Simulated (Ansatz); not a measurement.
Take BeTe in the zinc blende structure (space group F-43m, No. 216) as the base.

```
CELL_PARAMETERS angstrom
      0.00000     2.80217     2.80217
      2.80217     0.00000     2.80217
      2.80217     2.80217     0.00000
ATOMIC_POSITIONS crystal
  Be 0.00000 0.00000 0.00000
  Te 0.25000 0.25000 0.25000
```

Cartesian axes are those of the cell as printed.

The values are results of PBEsol/PAW in Ansatz (a quantum-chemistry and plane-wave program), no spin-orbit coupling, not measurements.

Perturbation: the cell is scaled by 0.9950 in all directions; the atoms relax in the strained cell.

**Question.** Predict the stress tensor and what it implies for the stiffness.

**Answer.** Stress of the strained cell less that of the base (GPa, compression positive):
```
   0.94    0.00    0.00
   0.00    0.94    0.00
   0.00    0.00    0.94
```

Then B = −ΔP/(ΔV/V₀) with ΔV/V₀ = -0.0149 gives secant stiffness values (nonlinear terms included at this strain): B ≈ 63 GPa.

Whether these cells are dynamically stable was not tested.
